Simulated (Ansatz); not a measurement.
## Au: response to strain

Consider Au in the fcc (Cu type) structure (space group Fm-3m, No. 225; a = 4.083 Å). Axes: x, y, z lie along the cube axes.

Strains are applied to the cell and any free atomic positions relax; under biaxial strain the out-of-plane vector relaxes too.

Levels (all Ansatz, an electronic-structure program, PAW): PBEsol (420 eV, without spin-orbit coupling); r2SCAN (500 eV, no SOC).

Pressures by level, all at the geometries relaxed with PBEsol:

| case | PBEsol | r2SCAN |
|---|---|---|
| base | 0.0 GPa | 5.1 GPa |
| biaxial strain +1.07 %, plane normal [001], relaxed out of plane | -0.5 GPa | 4.5 GPa |
| biaxial strain +0.55 %, plane normal [111], relaxed out of plane | -0.6 GPa | (withheld) |
| biaxial strain +1.07 %, plane normal [111], relaxed out of plane | -1.2 GPa | (withheld) |
| uniaxial strain ε_xx = −3.72 % | 7.4 GPa | (withheld) |
| tensor shear ε_yz = −0.20 % | 0.0 GPa | 5.1 GPa |

**Question.** What belongs in the blanks?

**Answer.** 
- biaxial strain +0.55 %, plane normal [111], relaxed out of plane, r2SCAN: 4.4 GPa
- biaxial strain +1.07 %, plane normal [111], relaxed out of plane, r2SCAN: 3.9 GPa
- uniaxial strain ε_xx = −3.72 %, r2SCAN: 12.9 GPa

Single points use the geometry relaxed with PBEsol. Their cutoffs differ, which shifts pressures a little. Without a gap, meshes like the base's 20×20×20 leave anisotropic stresses uncertain by several tenths of a GPa, and small strain energies with them. Whether these cells are dynamically stable was not tested.
